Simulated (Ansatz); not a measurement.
O on the 1x1 (111) surface of fcc Al, one in a 2x1 cell, energies for each (14.1 Å²). Energies are against ½ O2(g), without zero-point or thermal terms; each row is named by its start. No converged result for: 1 more start.

Computed with PBE (plane waves to 420 eV, PAW; Ansatz, a first-principles code).

Slab: 9 atoms, 7.0 Å thick at the start under the adsorbate (thin: gaps and levels are the slab's own); k 6x12x1, smearing 0.1 eV, dipole-corrected; 4 atoms held, the rest relaxed; each run with such symmetry as its start has; spin-polarised, no spin-orbit, no U, no dispersion correction.

A negative adsorption energy means that the adsorbate is more stable on the surface than in its reference. Starts that drift may end in the same place. Heights count from the host atoms within 0.3 Å of the top one.

```json
[
 {"starting site": "hollow Al-Al-Al over Al at depth 2.3 Å (the adsorbate rearranged the host)", "E_ads (eV)": "-4.35", "height (Å)": "0.77", "nearest host atom (Å)": "Al 1.84", "bonded to": "3 Al", "Δ work function (eV)": "0.03", "lateral drift (Å)": "1.6", "moment (μB)": "0.0"},
 {"starting site": "hollow Al-Al-Al over Al at depth 4.6 Å", "E_ads (eV)": "-4.43", "height (Å)": "0.77", "nearest host atom (Å)": "Al 1.84", "bonded to": "3 Al", "Δ work function (eV)": "0.01", "lateral drift (Å)": "0.0", "moment (μB)": "0.0"},
 {"starting site": "bridge Al-Al (span 2.9 Å)", "E_ads (eV)": "-4.43", "height (Å)": "0.77", "nearest host atom (Å)": "Al 1.84", "bonded to": "3 Al", "Δ work function (eV)": "0.01", "lateral drift (Å)": "0.8", "moment (μB)": "0.0"}
]
```
